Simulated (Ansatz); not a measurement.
Take Se (space group P3_121, No. 152; made of chains) as the base.

```xyz
3
Lattice="4.5057 0.0000 0.0000 -2.2528 3.9020 0.0000 0.0000 0.0000 4.9913" Properties=species:S:1:pos:R:3 pbc="T T T"
Se     0.9781     0.0000     4.1594
Se    -0.4891     0.8471     0.8319
Se     1.7638     3.0550     2.4956
```

Cartesian axes are those of the cell as printed.

Calculations: Kohn–Sham DFT with the r2SCAN functional, run in Ansatz (a quantum-chemistry and plane-wave program) with PAW and 500 eV plane waves, scalar-relativistic without spin-orbit coupling.

For the base:

- Pressure: 0.00 GPa
- Band gap: 1.33 eV

Now apply this change: the cell is compressed by 1.76 % along y with no lateral relaxation, atoms relaxed at fixed cell.

### Question
How does this affect the pressure?

### Answer
The pressure (mean of the normal stresses, compression positive) goes from zero to 0.20 GPa.

### Question
Estimate the effect on the band gap.

### Answer
The band gap shrinks by 0.04 eV (1.33 eV → 1.29 eV).

### Question
Estimate the effect on the largest internal atomic displacement.

### Answer
The largest internal atomic displacement comes out as 0.014 Å.

### Question
How does this affect the energy relative to the base?

### Answer
The energy goes up by 0.4 meV/atom.

The cells carry an imposed strain or load. Whether these cells are dynamically stable was not tested. No dispersion term is included, though the crystal is made of layers, chains or molecules, so its spacings can come out too wide.
